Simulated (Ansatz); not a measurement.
Electronic density of states of amorphous Al₂₈O₄₃Ba, density 3.26 g/cm³, on a 2×2×2 Γ-centred mesh with a Gaussian width of 0.1 eV; energies count from the Fermi level, whose place inside the gap is arbitrary. Cell and mesh are small, so fine structure isn't converged. These are PBE, scalar-relativistic without spin-orbit coupling (plane waves to 420 eV, PAW; Ansatz, an electronic-structure program) values and carry that method's errors. Sampling: a 2×2×2 Γ-centred mesh; Fermi-Dirac width 0.02 eV; no spin polarisation. At PBE the levels at the filled edge of the gap are localised (band-tail or defect states), and the nearest spread-out levels lie 3.8 eV apart at the zone centre.

It comes from a melt-quench run on a machine-learned potential (CHGNet), relaxed afterwards by DFT. O atoms were pushed apart under 1.9 Å during the dynamics, to hinder bonds among them. The hot cell started wider than the set density and was brought back towards it in steps. It is the lowest in DFT energy of 2 quenches. It is a model cell: composition and starting density were chosen by hand, and all elements were melted together. No dispersion term was used. Its density started from a set value of 3.26 and ended at 3.26 g/cm³. The simulated quench (nominally 340 K/ps over its main leg) is rapid and tends to freeze in more defects than a deposited or slowly cooled glass has. One small periodic cell is one sample of the glass; other quenches scatter about these values. The volume was held where the preparation left it and the shape relaxed, at a PBE pressure of 3.8 GPa. Stress components on the final sampling reach 3.9 GPa.

| E - EF (eV) | states/(eV atom) |
|---|---|
| -12.00 | 0.00 |
| -11.90 | 0.00 |
| -11.80 | 0.01 |
| -11.70 | 0.11 |
| -11.60 | 0.29 |
| -11.50 | 0.30 |
| -11.40 | 0.11 |
| -11.30 | 0.01 |
| -11.20 | 0.00 |
| -11.10 | 0.00 |
| -11.00 | 0.00 |
| -10.90 | 0.00 |
| -10.80 | 0.00 |
| -10.70 | 0.00 |
| -10.60 | 0.00 |
| -10.50 | 0.00 |
| -10.40 | 0.00 |
| -10.30 | 0.00 |
| -10.20 | 0.00 |
| -10.10 | 0.00 |
| -10.00 | 0.00 |
| -9.90 | 0.00 |
| -9.80 | 0.00 |
| -9.70 | 0.00 |
| -9.60 | 0.00 |
| -9.50 | 0.00 |
| -9.40 | 0.00 |
| -9.30 | 0.00 |
| -9.20 | 0.00 |
| -9.10 | 0.00 |
| -9.00 | 0.00 |
| -8.90 | 0.00 |
| -8.80 | 0.00 |
| -8.70 | 0.05 |
| -8.60 | 0.12 |
| -8.50 | 0.13 |
| -8.40 | 0.22 |
| -8.30 | 0.31 |
| -8.20 | 0.31 |
| -8.10 | 0.34 |
| -8.00 | 0.40 |
| -7.90 | 0.41 |
| -7.80 | 0.34 |
| -7.70 | 0.35 |
| -7.60 | 0.36 |
| -7.50 | 0.43 |
| -7.40 | 0.43 |
| -7.30 | 0.37 |
| -7.20 | 0.35 |
| -7.10 | 0.37 |
| -7.00 | 0.40 |
| -6.90 | 0.43 |
| -6.80 | 0.45 |
| -6.70 | 0.47 |
| -6.60 | 0.49 |
| -6.50 | 0.44 |
| -6.40 | 0.48 |
| -6.30 | 0.52 |
| -6.20 | 0.57 |
| -6.10 | 0.57 |
| -6.00 | 0.50 |
| -5.90 | 0.53 |
| -5.80 | 0.53 |
| -5.70 | 0.53 |
| -5.60 | 0.50 |
| -5.50 | 0.47 |
| -5.40 | 0.52 |
| -5.30 | 0.57 |
| -5.20 | 0.59 |
| -5.10 | 0.65 |
| -5.00 | 0.64 |
| -4.90 | 0.64 |
| -4.80 | 0.62 |
| -4.70 | 0.59 |
| -4.60 | 0.62 |
| -4.50 | 0.63 |
| -4.40 | 0.62 |
| -4.30 | 0.64 |
| -4.20 | 0.67 |
| -4.10 | 0.70 |
| -4.00 | 0.72 |
| -3.90 | 0.74 |
| -3.80 | 0.79 |
| -3.70 | 0.76 |
| -3.60 | 0.77 |
| -3.50 | 0.79 |
| -3.40 | 0.74 |
| -3.30 | 0.72 |
| -3.20 | 0.68 |
| -3.10 | 0.68 |
| -3.00 | 0.70 |
| -2.90 | 0.71 |
| -2.80 | 0.70 |
| -2.70 | 0.66 |
| -2.60 | 0.62 |
| -2.50 | 0.56 |
| -2.40 | 0.50 |
| -2.30 | 0.44 |
| -2.20 | 0.45 |
| -2.10 | 0.46 |
| -2.00 | 0.34 |
| -1.90 | 0.13 |
| -1.80 | 0.08 |
| -1.70 | 0.14 |
| -1.60 | 0.06 |
| -1.50 | 0.00 |
| -1.40 | 0.00 |
| -1.30 | 0.00 |
| -1.20 | 0.00 |
| -1.10 | 0.00 |
| -1.00 | 0.00 |
| -0.90 | 0.00 |
| -0.80 | 0.00 |
| -0.70 | 0.00 |
| -0.60 | 0.00 |
| -0.50 | 0.00 |
| -0.40 | 0.00 |
| -0.30 | 0.00 |
| -0.20 | 0.00 |
| -0.10 | 0.00 |
| 0.00 | 0.00 |
| 0.10 | 0.00 |
| 0.20 | 0.00 |
| 0.30 | 0.00 |
| 0.40 | 0.00 |
| 0.50 | 0.00 |
| 0.60 | 0.00 |
| 0.70 | 0.00 |
| 0.80 | 0.00 |
| 0.90 | 0.00 |
| 1.00 | 0.00 |
| 1.10 | 0.00 |
| 1.20 | 0.00 |
| 1.30 | 0.00 |
| 1.40 | 0.00 |
| 1.50 | 0.00 |
| 1.60 | 0.01 |
| 1.70 | 0.02 |
| 1.80 | 0.00 |
| 1.90 | 0.00 |
| 2.00 | 0.00 |
| 2.10 | 0.00 |
| 2.20 | 0.02 |
| 2.30 | 0.05 |
| 2.40 | 0.02 |
| 2.50 | 0.01 |
| 2.60 | 0.03 |
| 2.70 | 0.08 |
| 2.80 | 0.08 |
| 2.90 | 0.04 |
| 3.00 | 0.02 |
| 3.10 | 0.04 |
| 3.20 | 0.06 |
| 3.30 | 0.07 |
| 3.40 | 0.07 |
| 3.50 | 0.06 |
| 3.60 | 0.09 |
| 3.70 | 0.12 |
| 3.80 | 0.09 |
| 3.90 | 0.09 |
| 4.00 | 0.11 |
| 4.10 | 0.13 |
| 4.20 | 0.18 |
| 4.30 | 0.23 |
| 4.40 | 0.21 |
| 4.50 | 0.21 |
| 4.60 | 0.22 |
| 4.70 | 0.24 |
| 4.80 | 0.26 |
| 4.90 | 0.28 |
| 5.00 | 0.27 |
| 5.10 | 0.28 |
| 5.20 | 0.29 |
| 5.30 | 0.32 |
| 5.40 | 0.33 |
| 5.50 | 0.26 |
| 5.60 | 0.23 |
| 5.70 | 0.28 |
| 5.80 | 0.35 |
| 5.90 | 0.36 |
| 6.00 | 0.33 |
| 6.10 | 0.37 |
| 6.20 | 0.41 |

The level gap on this mesh is 3.34 eV; the broadening fills part of it in the curve.
